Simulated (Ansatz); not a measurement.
System: Hf₃Si₂ (P4/mbm, No. 127; cell taken from a computed entry). Method: PBEsol (Ansatz, an electronic-structure program, PAW).

Numerical settings: plane-wave cutoff 500 eV, 6×6×12 k mesh (along the axes of the cell as run), Fermi–Dirac smearing 0.05 eV, scalar-relativistic PAW data made under PBE.

Computed at the level's own relaxed cell.

Problem. Estimate the equilibrium volume per atom, equilibrium lattice constant a and lattice parameter c that the calculation returns.

Solution. 
- equilibrium volume per atom = 17.57 Å³/atom
- equilibrium lattice constant a = 6.975 Å
- lattice parameter c = 3.611 Å

The run finds no gap.

Note: the relaxation could not lower the start's symmetry, so the cell can be a saddle point above a distorted one.

Spin–orbit coupling is not included.

The computed numbers hold no vibrational or temperature effects.
